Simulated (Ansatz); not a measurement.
## A computed series for CuI: pressure series

Start from CuI in the zinc blende structure (space group F-43m, No. 216; a = 6.023 Å).

Cell and atoms are relaxed at each pressure.

The values are results of DFT with r2SCAN, PAW potentials and a 500 eV plane-wave cutoff in Ansatz (a program for electronic structure), without spin-orbit coupling, not measurements.

```tsv
change	lattice parameter a	width of the top valence band
base	6.023 Å	1.56 eV
pressure −2 GPa	6.128 Å	1.38 eV
pressure −1 GPa	6.071 Å	1.48 eV
pressure 0.9 GPa	5.984 Å	1.64 eV
pressure 2.1 GPa	5.938 Å	1.73 eV
pressure 4.5 GPa	5.859 Å	1.90 eV
pressure 9 GPa	5.744 Å	2.17 eV
pressure 15 GPa	5.629 Å	2.48 eV
pressure 22.5 GPa	5.519 Å	2.81 eV
pressure 30 GPa	5.432 Å	3.11 eV
```

With I present, leaving out spin-orbit coupling can change the band edges. The levels and masses belong to the bands next to the band gap. Load acts through the strain it causes; cell and atoms are relaxed under it. Whether these cells are dynamically stable was not tested. Tetrahedral semiconductors of this kind turn to denser phases somewhere between about 1 and 50 GPa; those were not computed, so compressed cells here can lie past the real transition. The final runs are not spin-polarised.
